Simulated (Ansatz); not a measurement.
InAs under a change: isotropic strain −0.50 %

Base system: InAs in the zinc blende structure (space group F-43m, No. 216; a = 6.0873 Å).

One thing is altered: an isotropic linear strain of −0.50 %; the atoms relax in the strained cell.

All numbers come from Kohn–Sham DFT with the PBEsol functional, run in Ansatz (a first-principles code) with PAW and 420 eV plane waves, no SOC. Settings: 9×9×9 k-points, 0.05 eV Fermi–Dirac smearing.

* **Volume per atom**: 27.77 Å³ (base 28.20 Å³)
* **Space group**: F-43m (No. 216) (base F-43m (No. 216))
* **Shortest interatomic distance**: 2.623 Å (base 2.636 Å)
* **Energy relative to the base (free energy F)**: +1.1 meV/atom
* **Pressure**: 0.9 GPa (base 0.0 GPa)
* **Band gap**: zero (base zero)

Cost of the whole job for the changed cell (relaxation, final SCF and bands): about 9 core-seconds (a rough figure).

A case with no gap was solved on a k-mesh chosen for an insulator, which is coarse for it. Whether these cells are dynamically stable was not tested. All final runs are without spin polarisation. The zero or small gap of InAs can change with the level of theory.
